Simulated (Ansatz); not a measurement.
Zinc-blende BeS, relaxed in Ansatz (plane waves) with several semilocal functionals. Each gives its own volume and its own bulk modulus:

```tsv
level	V0 (Å³/atom)	bulk modulus B0 (GPa)	ln V0	ln B0
LDA	13.792	102.2	2.6241	4.6269
PBE-D3(BJ)	13.962	99.97	2.6363	4.6049
r²SCAN-D4	14.277	99.43	2.6586	4.5995
r²SCAN	14.425	97.49	2.6690	4.5797
rVV10	14.571	93.56	2.6790	4.5386
BLYP	14.970	86.98	2.7060	4.4657
```

**Question.** Fit a straight line to ln B0 against ln V0. What does it predict for r²SCAN+rVV10, whose volume is 14.333 Å³/atom?

**Answer.** With x = ln V0 and y = ln B0: means 2.66217 and 4.56922; Σ(Δx Δy) = -0.008208, Σ(Δx²) = 0.004382, so the slope is -1.87. At x = 2.6626 the line gives y = 4.56922 + (-1.87) × (2.6626 − 2.66217) = 4.5684, or 96.39 GPa. The run with r²SCAN+rVV10 gives 99.17 GPa, +2.9 % from the line. The rows used scatter about it by up to 2.4 %, while the largest value lies 17 % above the smallest.

Measured: 105 GPa (measured, room temperature, no zero-point or thermal correction; as tabulated in Narayana, Nesamony, Ruoff, Phys. Rev. B 56, no. 22 (1997)).

Ansatz's density-functional and Hartree–Fock values are scalar-relativistic unless marked +SOC, with PAW data made under PBE.

Ansatz is a quantum-chemistry and plane-wave program.
